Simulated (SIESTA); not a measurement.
SIESTA run on Y₂Al₃Si₂ (C2/m, 7 atoms in the cell): self-consistent single point

Method of the run: LDA PW92, numerical atomic orbitals DZP, PseudoDojo LDA standard norm-conserving potentials (rewritten from UPF to PSML) in SIESTA.

Input as run:

```
# files in the folder: Y.psml Al.psml Si.psml (PseudoDojo LDA standard)
SystemName  Y2Al3Si2
SystemLabel Y2Al3Si2

NumberOfAtoms                7
NumberOfSpecies              3
%block ChemicalSpeciesLabel
  1 39 Y
  2 13 Al
  3 14 Si
%endblock ChemicalSpeciesLabel
LatticeConstant              5.449085 Ang
%block LatticeVectors
     0.929176183   -0.369637104    0.000000000
     0.929176183    0.369637104    0.000000000
    -0.233787691    0.000000000    1.186080232
%endblock LatticeVectors
AtomicCoordinatesFormat      Ang
%block AtomicCoordinatesAndAtomicSpecies
     2.983139666    0.000000000    4.381044429  1
     5.869251334   -0.000000000    2.082007571  1
     5.925856410    0.000000000    5.610898594  2
     2.926534590   -0.000000000    0.852153406  2
     0.000000000    0.000000000    0.000000000  2
     8.739324174    0.000000000    2.316939511  3
     0.113066826    0.000000000    4.146112489  3
%endblock AtomicCoordinatesAndAtomicSpecies

XC.functional                LDA
XC.authors                   PW92
PAO.BasisSize                DZP
PAO.EnergyShift              0.01 Ry
MeshCutoff                   400 Ry
%block kgrid.MonkhorstPack
    6   0   0  0.0
    0   6   0  0.0
    0   0   4  0.0
%endblock kgrid.MonkhorstPack
OccupationFunction           MP
OccupationMPOrder            0
ElectronicTemperature        0.05 eV

MaxSCFIterations             150
SCF.Mixer.Method             Pulay
SCF.Mixer.Weight             0.1
SCF.Mixer.History            6
SCF.DM.Tolerance             1.0E-04
Diag.ParallelOverK           true
WriteForces                  true
```

Output (repeated stretches shortened):

```
reinit: Reading from file input.fdf

reinit: System Name: Y2Al3Si2
reinit: System Label: Y2Al3Si2

coor:   Atomic-coordinates input format  =     Cartesian coordinates
coor:                                          (in Angstroms)

siesta: Atomic coordinates (Bohr) and species
siesta:      5.63732   0.00000   8.27897  1        1
siesta:     11.09128  -0.00000   3.93442  1        2
siesta:     11.19825   0.00000  10.60306  2        3
siesta:      5.53035  -0.00000   1.61034  2        4
siesta:      0.00000   0.00000   0.00000  2        5
siesta:     16.51493   0.00000   4.37838  3        6
siesta:      0.21367   0.00000   7.83502  3        7

siesta: System type = bulk

initatomlists: Number of atoms, orbitals, and projectors:      7   103   126

siesta: ******************** Simulation parameters ****************************
redata: Spin configuration                          = none
redata: Time-Reversal Symmetry                      = T
redata: Number of Atomic Species                    =        3
redata: Mesh Cutoff                                 =   400.0000 Ry
redata: Net charge of the system                    =     0.0000 |e|
redata: Min. number of SCF Iter                     =        0
redata: Max. number of SCF Iter                     =      150
redata: SCF convergence failure will abort job
redata: SCF mix quantity                            = Hamiltonian
redata: Mix DM or H after convergence               =   F
redata: Recompute H after scf cycle                 =   F
redata: Mix DM in first SCF step                    =   T
redata: No kicks to SCF
redata: DM Mixing Weight for Kicks                  =     0.5000
redata: Require Harris convergence for SCF          =   F
redata: Harris energy tolerance for SCF             =     0.000100 eV
redata: Require DM convergence for SCF              =   T
redata: DM tolerance for SCF                        =     0.000100
   [... lines left out ...]
diag: Used triangular part                          = Lower
diag: Absolute tolerance                            =  0.100E-15
diag: Orthogonalization factor                      =  0.100E-05
diag: Memory factor                                 =  1.0000

superc: Internal auxiliary supercell:     7 x     7 x     5  =     245
superc: Number of atoms, orbitals, and projectors:   1715  25235  30870

                        Single-point calculation

superc: Internal auxiliary supercell:     7 x     7 x     5  =     245
superc: Number of atoms, orbitals, and projectors:   1715  25235  30870

outcell: Unit cell vectors (Ang):
        5.063160   -2.014184    0.000000
        5.063160    2.014184    0.000000
       -1.273929    0.000000    6.463052

outcell: Cell vector modules (Ang)   :    5.449085    5.449085    6.587407
outcell: Cell angles (23,13,12) (deg):    100.3518    100.3518     43.3865
outcell: Cell volume (Ang**3)        :    131.8222
new_DM -- step:     1
Initializing Density Matrix...

Attempting to read DM from file... Failed...
DM filled with atomic data:

InitMesh: MESH = 60 x 60 x 100 = 360000
InitMesh: Mesh cutoff (required, used) =   400.000   403.195 Ry

stepf: Methfessel-Paxton step function
       Using Hermite-Gauss polynomials of order  0
        iscf     Eharris(eV)        E_KS(eV)     FreeEng(eV)     dDmax    Ef(eV) dHmax(eV)
   scf:    1    -2628.339544    -2650.572109    -2650.576121  1.817302 -5.011682  2.904121
   scf:    2    -2650.992993    -2650.792492    -2650.796617  0.021552 -5.033503  2.337433
   scf:    3    -2651.237687    -2651.082706    -2651.086530  0.061625 -5.105183  0.674023
   scf:    4    -2651.122338    -2651.104261    -2651.108108  0.017754 -5.123548  0.303827
   scf:    5    -2651.121981    -2651.114783    -2651.118666  0.022275 -5.145370  0.083786
   scf:    6    -2651.113485    -2651.115253    -2651.119133  0.003088 -5.142183  0.109014
   scf:    7    -2651.116453    -2651.116189    -2651.120074  0.004044 -5.147453  0.005502
   scf:    8    -2651.116188    -2651.116196    -2651.120080  0.000551 -5.147435  0.007536
   scf:    9    -2651.116211    -2651.116207    -2651.120089  0.000253 -5.147764  0.000905
   scf:   10    -2651.116207    -2651.116207    -2651.120089  0.000046 -5.147787  0.000526
SCF Convergence by DM+H criterion
max |DM_out - DM_in|         :     0.0000457564
max |H_out - H_in|      (eV) :     0.0005262523
SCF cycle converged after 10 iterations

Using DM_out to compute the final energy and forces

siesta: E_KS(eV) =            -2651.1162

siesta: E_KS - E_eggbox =     -2651.1162

siesta: Atomic forces (eV/Ang):
     1   -0.029078    0.000000   -0.125495
     2    0.029078   -0.000000    0.125495
     3    0.007743    0.000000   -0.082592
     4   -0.007743    0.000000    0.082592
     5    0.000000    0.000000   -0.000000
     6   -0.140660    0.000000    0.098022
     7    0.140660   -0.000000   -0.098022
   Tot    0.000000   -0.000000   -0.000000
   Max    0.140660
   Res    0.070959    sqrt( Sum f_i^2 / 3N )
   Max    0.140660    constrained

Stress tensor Voigt[x,y,z,yz,xz,xy] (kbar):       28.01       34.35       29.50        0.00       -3.14        0.00
(Free)E + p*V (eV/cell)    -2653.6395
Target enthalpy (eV/cell)    -2651.1201

siesta: Program's energy decomposition (eV):
siesta: Ebs     =      -727.911396
siesta: Eions   =      4505.127882
siesta: Ena     =      1332.992587
siesta: Ekin    =       785.339589
siesta: Enl     =       299.915078
siesta: Eso     =         0.000000
siesta: Edftu   =         0.000000
siesta: DEna    =        44.974770
siesta: DUscf   =         0.825785
siesta: DUext   =         0.000000
siesta: Ex      =      -537.194014
siesta: Ec      =       -72.842120
siesta: Exc     =      -610.036134
siesta: Eharris =     -2651.116207
siesta: Etot    =     -2651.116207
siesta: FreeEng =     -2651.120089

siesta: Atomic forces (eV/Ang):
siesta:      1   -0.029078    0.000000   -0.125495
siesta:      2    0.029078   -0.000000    0.125495
siesta:      3    0.007743    0.000000   -0.082592
siesta:      4   -0.007743    0.000000    0.082592
siesta:      5    0.000000    0.000000   -0.000000
siesta:      6   -0.140660    0.000000    0.098022
siesta:      7    0.140660   -0.000000   -0.098022
siesta: ----------------------------------------
siesta:    Tot    0.000000   -0.000000   -0.000000

siesta: Stress tensor (static) (eV/Ang**3):
siesta:     0.017482   -0.000000   -0.001960
siesta:     0.000000    0.021442    0.000000
siesta:    -0.001961    0.000000    0.018412

siesta: Cell volume =        131.822165 Ang**3

siesta: Pressure (static):
siesta:                Solid            Molecule  Units
siesta:          -0.00020816         -0.00015398  Ry/Bohr**3
siesta:          -0.01911200         -0.01413794  eV/Ang**3
siesta:         -30.62080778        -22.65148252  kBar
```

The run converged in 10 iterations.

The starting cell comes from a database of computed structures (which also holds hypothetical and non-ambient phases and stackings), without a prior relaxation at this level. Its lattice was rescaled by a random factor within 2.5 % of one. Values carry the incompleteness of an atom-centred basis. With a pressure of about -3 GPa the cell is away from its equilibrium volume at this level.

Cost on one core of a shared machine: roughly 3 min.
